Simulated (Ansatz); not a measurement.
How far to go with shifted k-point meshes: H₄BrN (R3m, 6 atoms in the cell)

```xyz
6
Lattice="4.0121 0.0000 0.0000 0.0000 4.0121 0.0000 0.0000 0.0000 4.0121" Properties=species:S:1:pos:R:3 pbc="T T T"
H      0.5986     0.5986     3.4135
H      0.5986     3.4135     0.5986
H      3.4423     3.4423     3.4423
H      3.4135     0.5986     0.5986
Br     2.0061     2.0061     2.0061
N      0.0000     0.0000     0.0000
```

Computed with LDA (PW92), default PAW files made with PBE (plane waves; Ansatz, a first-principles code).

Base settings: basis.ecutwfc = 420 eV; kpoints.mp_grid.grid = 6 6 6; hamiltonian.xc = lda; hamiltonian.pseudopotentials = {kind: paw} (the program's default PAW files); scf.occupations.method = fixed.

In this ladder: kpoints.mp_grid.shift = 0.5 0.5 0.5.

Shifted meshes do not hold Γ, so a gap read on them misses any band edge there.

Only quantities that move along the ladder and can be compared are tabulated.

The count of work is k-points × plane waves × bands × iterations; it is no time. 

The starting cell comes from a database of computed structures (which also holds hypothetical and non-ambient phases and stackings), without a prior relaxation at this level. Its lattice was rescaled by up to half a per cent. One atom was moved a little off its site on purpose. In the base run, forces exceed 1 eV/Å. Ansatz's pressure includes its estimate of the finite-basis (Pulay) stress.

| kpoints.mp_grid.grid | free energy less the last step's (meV/atom) | pressure (GPa) | largest difference of a force vector from the last step's (eV/Å) | gap on the mesh (eV) | count of work / last |
|---|---|---|---|---|---|
| 2 2 2 | -40.27 | -0.08 | 0.052 | 7.390 | 0.0035 |
| 3 3 3 | -4.10 | 1.02 | 0.009 | 5.814 | 0.011 |
| 4 4 4 | -0.62 | 1.15 | 0.001 | 5.200 | 0.018 |
| 5 5 5 | -0.08 | 1.18 | 0.000 | 4.781 | 0.033 |
| 6 6 6 | -0.02 | 1.19 | 0.000 | 4.554 | 0.049 |
| 7 7 7 | 0.03 | 1.19 | 0.000 | 4.380 | 0.077 |
| 8 8 8 | 0.01 | 1.19 | 0.000 | 4.286 | 0.11 |
| 9 9 9 | 0.00 | 1.19 | 0.000 | 4.198 | 0.15 |
| 10 10 10 | 0.00 | 1.19 | 0.000 | 4.152 | 0.19 |
| 11 11 11 | 0.01 | 1.19 | 0.000 | 4.102 | 0.26 |
| 12 12 12 | 0.01 | 1.19 | 0.000 | 4.076 | 0.32 |
| 13 13 13 | 0.00 | 1.19 | 0.000 | 4.044 | 0.41 |
| 15 15 15 | 0.00 | 1.19 | 0.000 | 4.008 | 0.60 |
| 16 16 16 | 0.00 | 1.19 | 0.000 | 3.998 | 0.72 |
| 18 18 18 | 0.00 | 1.19 | 0.000 | 3.977 | 1.0 |

Coarsest kpoints.mp_grid.grid that holds the pressure within 1 GPa of the last step, with all finer ones: 3 3 3, at 0.011 of the last step's count of work; the step before is off by 1.3 GPa.

Coarsest kpoints.mp_grid.grid that holds the forces within 0.005 eV/Å of the last step, with all finer ones: 4 4 4, at 0.018 of the last step's count of work; the step before is off by 0.009 eV/Å.

Keys are those of Ansatz 0.2.
